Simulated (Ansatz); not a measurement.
LaAs in the CsCl type structure (space group Pm-3m, No. 221; a hypothetical phase, not in the database extracts checked)

```cif
data_AsLa
_chemical_formula_sum 'La1 As1'
_space_group_name_H-M_alt 'Pm-3m'
_space_group_IT_number 221
_space_group_name_Hall '-P 4 2 3'
_cell_length_a 3.68538
_cell_length_b 3.68538
_cell_length_c 3.68538
_cell_angle_alpha 90.000
_cell_angle_beta 90.000
_cell_angle_gamma 90.000
loop_
_atom_site_label
_atom_site_type_symbol
_atom_site_symmetry_multiplicity
_atom_site_Wyckoff_symbol
_atom_site_fract_x
_atom_site_fract_y
_atom_site_fract_z
_atom_site_occupancy
La1 La 1 a 0.00000 0.00000 0.00000 1
As1 As 1 b 0.50000 0.50000 0.50000 1
```

The values are results of DFT with PBEsol, PAW potentials and a 420 eV plane-wave cutoff in Ansatz (a program for electronic structure), no spin-orbit coupling, not measurements. Settings: 13×13×13 k-points, 0.05 eV Fermi–Dirac smearing.

- Volume per atom = 25.03 Å³
- Density = 7.09 g/cm³
- Band gap = zero
- Total energy = -5488.373 eV/atom (σ→0; compares only within this code and set-up)

Stability against distortions was not tested. All final runs are without spin polarisation.
